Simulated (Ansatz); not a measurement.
How the bulk modulus B0 of GaSb (model structure, started from the CsCl type, Pm-3m, No. 221, 2 atoms in the cell) moves with the method

No measured value is used here.

Task: Put these levels in order of the bulk modulus B0 that they give for GaSb (model structure, started from the CsCl type, Pm-3m, No. 221, 2 atoms in the cell), smallest first: LDA (Ansatz, a program for electronic structure), PBEsol (Ansatz), r²SCAN (Ansatz).

Result: r²SCAN (52.7 GPa), PBEsol (58.7 GPa), LDA (62.0 GPa)

Unless a cell is named, each level is at its own relaxed cell (LDA 21.71, PBEsol 22.24, r²SCAN 23.01 Å³/atom).

r²SCAN, LDA, PBEsol: the bulk modulus is −V dP/dV from two relaxed cells at ±2 % in volume. Each level is taken at its own relaxed cell. Cutoffs differ between the levels. Ansatz's density-functional and Hartree–Fock values are scalar-relativistic unless marked +SOC, with PAW data made under PBE.

A model structure was made by putting elements into a prototype or built by hand; it is no filed structure, need not be a known phase, and can be a saddle point held by its symmetry.
